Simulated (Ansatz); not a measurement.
**Electron-phonon data for Cu3Ge (P6_3/mmc)**

Here is the system:

```
CELL_PARAMETERS angstrom
      5.21379     0.00000     0.00000
     -2.60690     4.51528     0.00000
      0.00000     0.00000     4.15697
ATOMIC_POSITIONS crystal
  Cu 0.32909 0.16455 0.75000
  Cu 0.67091 0.83545 0.25000
  Cu 0.16455 0.32909 0.25000
  Cu 0.83545 0.67091 0.75000
  Cu 0.83545 0.16455 0.75000
  Cu 0.16455 0.83545 0.25000
  Ge 0.66667 0.33333 0.25000
  Ge 0.33333 0.66667 0.75000
```

Computed with PBEsol, DFPT electron-phonon coupling, linearised Boltzmann equation (plane waves, PAW, scalar-relativistic; Ansatz, a program for electronic structure). Geometry: relaxed with this functional, without spin-orbit coupling.

```yaml
resistivity at 300 K: 8.6 (x), 8.6 (y), 6.8 (z) μΩ·cm
resistivity at 77 K: 1.35 (x), 1.35 (y), 1.05 (z) μΩ·cm
electron mean free path at 300 K (weighted by the current that each state carries): 12.6 (x), 12.6 (y), 13.3 (z) nm
electron-phonon coupling λ: 0.30
transport coupling λ_tr: 0.31
logarithmic_mean_phonon_energy: 14.8 meV
density of states at the Fermi level: 1.06 states/(eV·spin·cell)
Tc for μ* = 0.10 (anisotropic Eliashberg): below 1 K
Tc for μ* = 0.13 (anisotropic Eliashberg): below 1 K
```

A metal at this level (no band gap). Only scattering by harmonic phonons is included (no impurities, grain boundaries, electron-electron scattering or thermal expansion). Spin-orbit coupling is left out. The run warned that the eigensolver left some states short of its tolerance. Halving the electron mesh (20x20x20) moves the resistivity by up to 12 % at 300 K, the mean free path by up to 2 %, the coupling by up to 3 %. Smearing 0.20 eV; phonons on a 3x3x4 q mesh, which this run doesn't test and which matters most at low temperature. Tc comes from the anisotropic Migdal-Eliashberg equations with μ*, a chosen number, referred to 16.9 meV.

Computed structure with no diffraction record at hand here (it may be known, metastable or hypothetical): Cu3Ge (P6_3/mmc).
